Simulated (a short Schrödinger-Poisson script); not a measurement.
Solved with a short Schrödinger-Poisson script written for these runs: one-band effective-mass equation with BenDaniel-Duke matching, electrons, heavy and light holes apart, hard walls at the outer ends, one valence edge for both holes (no strain splitting), no charge, excitons, band mixing or non-parabolicity; under a field the levels are quasi-bound states of a box, listed while three quarters of their weight lies within 4 nm of the wells.

Structure: single In0.53Ga0.47As/InP quantum well.

From the first side: 20 nm InP; 5 nm In0.53Ga0.47As; 20 nm InP.

The device is made up for the run: typed textbook-type constants, with dimensions and the other settings drawn at random. In0.53Ga0.47As: direct gap (eV) 0.74, conduction-band edge (eV) 0, electron mass (mₑ) 0.041, heavy-hole mass 0.38, light-hole mass 0.052. InP: direct gap (eV) 1.344, conduction-band edge (eV) 0.25, electron mass (mₑ) 0.08, heavy-hole mass 0.53, light-hole mass 0.12.

The valence-band edge of each layer lies one gap below its conduction-band edge. The electron's potential energy rises along the stack by the applied field. Mesh 0.03 nm at interfaces.

Task: Give the shift of e1-hh1 at 101.2 kV/cm (meV); the hh1 − lh1 (meV); the e1 above the well's band edge (meV).

Result: shift of e1-hh1 at 101.2 kV/cm (meV): -3.4; hh1 − lh1 (meV): 61.2; e1 above the well's band edge (meV): 88.2. Parabolic bands overrate the confinement in so narrow a well of a small-gap material. Excitons are left out, and strain enters only through the typed gaps and offsets, so measured lines lie elsewhere.
